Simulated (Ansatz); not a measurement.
The starting structures come from a database of crystals and need not be the phases stable at ambient conditions.

By PBEsol, the system below comes out a metal.

A figure of merit of an interconnect metal is its ballistic conductance per area.

Input:

```xyz
1
Lattice="3.3061 0.0000 0.0000 -1.1020 3.1170 0.0000 1.1020 1.5585 2.6465" Properties=species:S:1:pos:R:3 pbc="T T T"
Sb     0.0000     0.0000     0.0000
```

Space group of this cell: Fmmm. The cell is strained (lengths across the current scaled by 1.02, ions clamped); by PBEsol its mean pressure is -3.1 GPa.

The current flows along the normal of the first two printed cell vectors. No spin-orbit coupling; the value is a mean over 0.1 eV about the Fermi level.

Q: Compute, with PBEsol (Ansatz, a quantum-chemistry and plane-wave program), the ballistic conductance per area.

A: 1.3 × 10¹⁵ S/m² for both spins.
